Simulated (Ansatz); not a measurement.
The Bader charge of Ti in a series of structures.

Cell A: a stack of composition Ti6W4C4 on the in-plane vectors of Ti (hcp, P6₃/mmc) (0001), but not a cut of that crystal, 14 atoms, hexagonal cell of 2.94 Å (7.5 Å²), symmetry P3m1, 23.6 Å thick under 17 Å of vacuum, so it may be strained; planes from bottom to top: C | W | C | W | C | W | C | W | Ti × 6, its two faces unlike (dipole correction applied); a model cell; spin state with PBE: run without spin, k-point mesh 18×18×1.
```xyz
14
Lattice="2.9399 0.0000 0.0000 1.4699 2.5460 0.0000 0.0000 0.0000 40.6110" Properties=species:S:1:pos:R:3 pbc="T T T"
W      2.9399     0.0000     9.5992
C      1.4699     0.8487     8.5164
W      2.9399     0.0000    12.4908
C      1.4699     0.8487    11.1191
W      2.9399     0.0000    15.3392
C      1.4699     0.8487    13.9340
W      2.9399     0.0000    18.1702
C      1.4699     0.8487    16.7816
Ti     1.4699     0.8487    20.5971
Ti     0.0000     0.0000    22.9135
Ti     1.4699     0.8487    25.2605
Ti     0.0000     0.0000    27.5633
Ti     1.4699     0.8487    29.9530
Ti     0.0000     0.0000    32.1237
```

Cell B: a stack of composition Ti6W4C4 on the in-plane vectors of Ti (hcp, P6₃/mmc) (0001), but not a cut of that crystal, 14 atoms, hexagonal cell of 2.94 Å (7.5 Å²), symmetry Cm, 22.6 Å thick under 17 Å of vacuum, so it may be strained; planes from bottom to top: W | C | W | C | W | C | W | C | Ti × 6, its two faces unlike (dipole correction applied); a model cell; spin state with PBE: run without spin, k-point mesh 18×18×1.
```
CELL_PARAMETERS angstrom
      2.93985     0.00000     0.00000
      1.46993     2.54599     0.00000
      0.00000     0.00000    39.60176
ATOMIC_POSITIONS crystal
  W  0.96550 0.01725 0.42660
  C  0.29900 0.35050 0.45943
  W  0.96559 0.01720 0.35471
  C  0.29895 0.35052 0.38984
  W  0.96558 0.01721 0.28287
  C  0.29874 0.35063 0.31848
  W  0.96562 0.01719 0.21219
  C  0.29895 0.35053 0.24638
  Ti 0.63231 0.68385 0.49014
  Ti 0.29533 0.35234 0.55145
  Ti 0.62889 0.68555 0.60996
  Ti 0.29538 0.35231 0.66834
  Ti 0.62843 0.68578 0.72869
  Ti 0.29505 0.35247 0.78351
```

All numbers come from Ansatz (a program for electronic structure), plane waves with PAW, its default PAW set, cutoff 420 eV, 500 eV for r2SCAN. The structures are at rest with PBE, within the held lattices; other levels are single points on them. Neutral cells; Fermi-Dirac smearing of at most 0.10 eV in the solids, energies taken to zero width. The lattices are those relaxed with PBE or held as stated, so at other levels the solids can be strained, which adds to the spread. Cells are local rest points, mostly with their start's symmetry. Spin-orbit coupling is left out. No correction for cell size. A dispersion term ran beside these levels; it doesn't touch the electrons. Electrons of density maxima off the nuclei are shared among the atoms. Mean over the atoms, with the range where they differ; positive means electrons lost.

Q: What does PBE give for the Bader charge of Ti of each cell (e)?

A: 
```json
[
 {"system": "A", "PBE": "0.07 (-0.14 to 0.45)"},
 {"system": "B", "PBE": "0.16 (-0.14 to 0.96)"}
]
```

With PBE the value of B exceeds that of A by 0.09 e.

Q: Does the picture change with the functional?

A: 
```json
[
 {"system": "A", "r2SCAN": "0.08 (-0.18 to 0.53)"},
 {"system": "B", "r2SCAN": "0.17 (-0.18 to 1.00)"}
]
```

With r2SCAN the value of B exceeds that of A by 0.09 e.
